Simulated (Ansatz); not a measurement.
Be₃N₂ (P6₃/mmc, No. 194, 10 atoms in the cell; start mp-6977; a measured phase of this formula has another space group)

Level of theory: PBE0 (Ansatz, a first-principles code, plane waves, PAW).

Run with plane-wave cutoff 500 eV, 12×12×2 k mesh (along the axes of the cell as run), gaussian smearing 0.02 eV, scalar-relativistic PAW data made under PBE.

Cell (relaxed with r²SCAN):

Be3N2 has the hexagonal space group P6₃/mmc (No. 194), Pearson symbol hP10. Lattice parameters: a = 2.836 Å, b = 2.836 Å, c = 9.727 Å, α = 90.00°, β = 90.00°, γ = 120.00°. Be1 on 4f is surrounded by 1 N at 1.671 Å and 3 N at 1.806 Å (tetrahedral). Be2 on 2b has 3 N at 1.638 Å (trigonal planar). N1 on 2a sees 6 Be at 1.806 Å (octahedral). N2 on 2c is surrounded by 5 Be at 1.638–1.671 Å (trigonal bipyramidal). (Neighbours: up to the widest gap in distance over summed covalent radii, below 1.35, at either atom; cation-cation and far metal-metal contacts left out.)

For Be₃N₂ (P6₃/mmc, No. 194, 10 atoms in the cell; start mp-6977; a measured phase of this formula has another space group), the band gap comes out as 5.38 eV (on the SCF k mesh).

Note: cell and atoms aren't relaxed at this level (pressure -1.8 GPa).

Computed values are for the static lattice.

The result took about 4 core-minutes (a rough figure).

A start named mp-… is a Materials Project structure, which need not be a measured phase.
